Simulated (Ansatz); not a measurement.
A working Ansatz (a program for electronic structure) input for Mg14AlSb (Amm2, 16 atoms in the cell) (DFT, PBEsol, plane waves, default PAW files made with PBE):

Ansatz 0.2 input:
```yaml
# Mg14AlSb
crystal:
  lattice:
    - [10.081219, 0.000000, 0.000000]
    - [0.000000, 3.156538, 5.349360]
    - [0.000000, -3.156538, 5.349360]
  atoms:
    - { symbol: Mg, position: [0.000000, 0.166100, 0.166100] }
    - { symbol: Mg, position: [0.000000, 0.666290, 0.666290] }
    - { symbol: Mg, position: [0.500000, 0.166940, 0.664860] }
    - { symbol: Mg, position: [0.500000, 0.664860, 0.166940] }
    - { symbol: Mg, position: [0.000000, 0.166390, 0.667310] }
    - { symbol: Mg, position: [0.000000, 0.667310, 0.166390] }
    - { symbol: Mg, position: [0.251020, 0.330000, 0.837180] }
    - { symbol: Mg, position: [0.748980, 0.837180, 0.330000] }
    - { symbol: Mg, position: [0.748980, 0.330000, 0.837180] }
    - { symbol: Mg, position: [0.251020, 0.837180, 0.330000] }
    - { symbol: Mg, position: [0.251750, 0.331880, 0.331880] }
    - { symbol: Mg, position: [0.748250, 0.331880, 0.331880] }
    - { symbol: Mg, position: [0.248040, 0.834030, 0.834030] }
    - { symbol: Mg, position: [0.751960, 0.834030, 0.834030] }
    - { symbol: Al, position: [0.500000, 0.168450, 0.168450] }
    - { symbol: Sb, position: [0.500000, 0.667480, 0.667480] }
basis:
  ecutwfc: 30.9 Ry
kpoints:
  mp_grid: { grid: [4, 6, 6] }
hamiltonian:
  xc: pbesol
  pseudopotentials: { kind: paw }
scf:
  occupations: { method: cold, width: 0.0073 Ry }
output:
  forces: true
  eigenvalues: true
  stress: true
```

The run converged in 7 iterations: free energy E − TS (on the zero of these files) -33701.5076 eV; Fermi level (on the code's own zero) 6.81 eV; pressure 1.78 GPa; largest force (vector length) 0.074 eV/Å. Each of these slips is then made, one at a time:

(1)
```diff
-  mp_grid: { grid: [4, 6, 6] }
+  mp_grid: { grid: [1, 1, 1] }
```

(2)
```diff
-  occupations: { method: cold, width: 0.0073 Ry }
+  occupations: { method: fixed }
```

Question: How does each altered input end?

Answer: 
(1) A single k-point for a small metallic cell. The run converged in 13 iterations without an error; against the sound input the free energy rises by 198 meV/atom, the pressure goes from 1.78 to 1.65 GPa and the largest force goes from 0.074 to 0.337 eV/Å.

(2) Fixed (insulator-type) occupations in a metal. The run converged in 7 iterations without an error; against the sound input the free energy rises by 20.2 meV/atom, the pressure moves little (1.78 to 1.87 GPa) and the largest force goes from 0.074 to 0.123 eV/Å. The full log also holds (shortened here): “WARN: iter 1: σ=0 fill of 79 bands saw a band overlap (occupied 7.3354 eV > unoccupied 6.0470 eV) — on an unconverged iterate often a transient of an (band_overlap_at_count)”.

The starting cell comes from a database of computed structures (which also holds hypothetical and non-ambient phases and stackings), without a prior relaxation at this level. Its lattice was rescaled by a random factor within 2.5 % of one. Ansatz's pressure includes its estimate of the finite-basis (Pulay) stress. The run gives no clean gap (levels at the Fermi energy touch, overlap or are partly filled at this smearing), which alone does not show that the compound is a metal.

Left out of this page: 5 runs of the series outside the window shown, repeating another row's setting, or not comparable.
